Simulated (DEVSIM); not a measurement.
System: illuminated Si p-on-n cell, one wavelength, at 300 K.

Layer 1 from the left is Si, thickness (μm) 0.950, Na (cm⁻³) 4.4e18, τn (s) 4.8e-8, τp (s) 1.1e-7, absorption coefficient (cm⁻¹) 190. Layer 2 from the left is Si, thickness (μm) 66.0, Nd (cm⁻³) 6.6e15, τn (s) 7.7e-7, τp (s) 7.7e-7, absorption coefficient (cm⁻¹) 190.

Left contact: ohmic, minority electron recombination velocity 9e6 cm/s. Right contact: ohmic, minority hole recombination velocity 300 cm/s. Voltage is applied to the left contact. Recombination: SRH at mid-gap, radiative, Auger. Light enters at the left, 4.4e16 photons cm⁻² s⁻¹, one pass, no reflection. Mobility is μmin + (μ − μmin)/(1 + (N/Nref)^α).

Constants are typed, rounded textbook-type inputs, not results; the design itself was drawn at random and stands for no fabricated device. Values at 300 K.

Si: gap (eV) 1.124, affinity (eV) 4.05, permittivity 11.7, Nc (cm⁻³) 2.86e19, Nv (cm⁻³) 3.1e19, μn (cm²/Vs) 1417, μp (cm²/Vs) 470, μn,min 52, μp,min 45, Nref,n 9.7e16, Nref,p 2.2e17, αn 0.68, αp 0.72, B (cm³/s) 4.7e-15, Cn (cm⁶/s) 2.8e-31, Cp (cm⁶/s) 9.9e-32.

Model (solved in DEVSIM): 1D drift-diffusion, Boltzmann statistics, complete ionisation; no tunnelling, impact ionisation, image-force lowering or self-heating.

Dark forward current:

```tsv
|V| (V)	|J| (A/cm²)
0.05	6.929e-9
0.10	2.492e-8
0.15	7.605e-8
0.20	2.314e-7
0.25	7.563e-7
0.30	2.849e-6
0.35	1.298e-5
0.40	7.069e-5
0.45	0.0004338
0.50	0.002836
0.55	0.01901
0.60	0.1251
0.65	0.7104
0.70	2.882
0.75	9.005
0.80	26.41
0.85	77.53
0.90	219.5
0.95	557.0
1.00	1212
1.05	2270
```

Problem. Work out the local ideality factor n = ΔV / (kT/q · ln(J2/J1)) between the rows 0.15 and 0.20 V, 0.50 and 0.55 V, 1.00 and 1.05 V.

Solution. kT/q = 25.85 mV. From 0.15 to 0.20 V: ln(2.314e-7/7.605e-8) = 1.113, n = 1.74. From 0.50 to 0.55 V: ln(0.01901/0.002836) = 1.903, n = 1.02, near the 1 of diffusion or emission over a barrier. From 1.00 to 1.05 V: ln(2270/1212) = 0.628, n = 3.08.

Problem. What current could the absorbed light give at most, and what share is collected?

Solution. Σ αd = 1.27, so qΦ(1 − exp(−Σ αd)) = 5.07 mA/cm². The simulated short-circuit current is 2.629 mA/cm², a share of 0.52.

Problem. Estimate the open-circuit voltage by superposition: the voltage at which the dark current equals that short-circuit current.

Solution. Interpolating ln J in the table gives 0.498 V. The simulation gives 0.498 V, the same within the digits that matter. Superposition holds where collection doesn't change with voltage.

Problem. Estimate the fill factor from FF0 = (v − ln(v + 0.72))/(v + 1), v = qVoc/(nkT), with n from the dark curve.

Solution. The rows about Voc, 0.45 and 0.50 V, give n = 1.03, so v = 18.7 and FF0 = 0.799. The simulation gives 0.794, the same within the digits that matter.
